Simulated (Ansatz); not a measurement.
Given:

```
CELL_PARAMETERS angstrom
      0.01462     2.56462     2.56462
      2.56462     0.01462     2.56462
      2.57923     2.57923     0.00000
ATOMIC_POSITIONS crystal
  Mg 0.00000 0.00000 0.00000
  S  0.50000 0.50000 0.50000
```

No spin polarisation.

Level of theory: Ansatz (an electronic-structure program) LDA, scalar-relativistic without spin-orbit coupling. Settings: 11×11×11 k-points, 0.05 eV Fermi–Dirac smearing.

### Question
What is the computed band gap?

### Answer
2.59 eV.

### Question
Estimate the valence-band top at Γ (three highest levels, from the VBM).

### Answer
0.00, -0.06, -0.11 eV.

### Question
Predict the pressure (mean of the normal stresses, compression positive).

### Answer
0.00 GPa.

### Question
Estimate the gap character.

### Answer
Indirect, Γ → X.

The cells carry an imposed strain or load. Stability against distortions was not tested. The cell was made from MgS in the rock salt structure (space group Fm-3m, No. 225) by this change: tensor shear ε_xy = +0.57 %.
